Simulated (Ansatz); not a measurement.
Base system: TiO$_{2}$ in the anatase structure (space group I4_1/amd, No. 141; a = 3.739 Å, c = 9.455 Å). Axes: x, y, z lie along a, b, c of the conventional cell.

The values are results of LDA, PAW, 420 eV (Ansatz, a quantum-chemistry and plane-wave program; no spin-orbit coupling), not measurements.

Strains are applied to the cell and any free atomic positions relax.

One change was made to it. Results:

The smallest direct gap rises by 0.04 eV to 2.48 eV; the energy grows by 2.0 meV/atom; the band gap goes up by 0.043 eV, from 2.08 eV to 2.13 eV; the shortest interatomic distance shrinks by 0.019 Å, from 1.911 Å to 1.892 Å.

Which of these changes matches the shifts?
A. uniaxial strain ε_xx = −2.40 %
B. uniaxial strain ε_xx = −0.60 %
C. uniaxial strain ε_xx = −1.80 %
D. uniaxial strain ε_xx = −1.20 %
E. uniaxial strain ε_xx = −3.00 %

D, uniaxial strain ε_xx = −1.20 %. For comparison, the energy relative to the base in the other runs: uniaxial strain ε_xx = −0.60 % gives +0.5 meV/atom; uniaxial strain ε_xx = −3.00 % gives +13 meV/atom; uniaxial strain ε_xx = −1.80 % gives +4.5 meV/atom; uniaxial strain ε_xx = −2.40 % gives +8.2 meV/atom.

Stability against distortions was not tested. All final runs are without spin polarisation.
